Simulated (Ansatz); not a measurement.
What pressure −2 GPa does to MgTe

Start from MgTe in the zinc blende structure (space group F-43m, No. 216; a = 6.439 Å).

Now apply this change: a negative pressure, −2 GPa.

All numbers come from PBEsol in Ansatz (plane waves to 420 eV, PAW, without spin-orbit coupling). Settings: 9×9×9 k-points, 0.05 eV Fermi–Dirac smearing.

```json
[
 {"quantity": "volume per atom", "base": "33.38 Å³", "changed": "35.54 Å³", "shift": "+2.16 Å³"},
 {"quantity": "shortest interatomic distance", "base": "2.788 Å", "changed": "2.847 Å", "shift": "+0.059 Å"},
 {"quantity": "band gap", "base": "2.35 eV", "changed": "2.08 eV", "shift": "-0.264 eV"},
 {"quantity": "gap character", "base": "direct at Γ", "changed": "direct at Γ", "shift": "–"},
 {"quantity": "mean gap deformation potential ΔEg/Δln V", "base": "–", "changed": "-4.2 eV", "shift": "–"},
 {"quantity": "electron mass", "base": "0.16 mₑ (at Γ)", "changed": "0.16 mₑ (at Γ)", "shift": "–"},
 {"quantity": "hole mass (degenerate bands, along [100])", "base": "0.19, 0.88, 0.88 mₑ (at Γ)", "changed": "0.18, 0.93, 0.93 mₑ (at Γ)", "shift": "–"},
 {"quantity": "valley order (the lowest conduction-band minima on the path, energy above the VBM, named in the base's zone)", "base": "Γ 2.35 eV; X along ⟨100⟩ 2.71 eV; L along ⟨111⟩ 3.18 eV", "changed": "Γ 2.08 eV; X along ⟨100⟩ 2.80 eV; L along ⟨111⟩ 3.02 eV", "shift": "–"}
]
```

With Te present, leaving out spin-orbit coupling can change the band edges. Load acts through the strain it causes; cell and atoms are relaxed under it. Masses are band curvatures over ±0.01 Å⁻¹ around the edge. Whether these cells are dynamically stable was not tested.

Ansatz is a first-principles code.
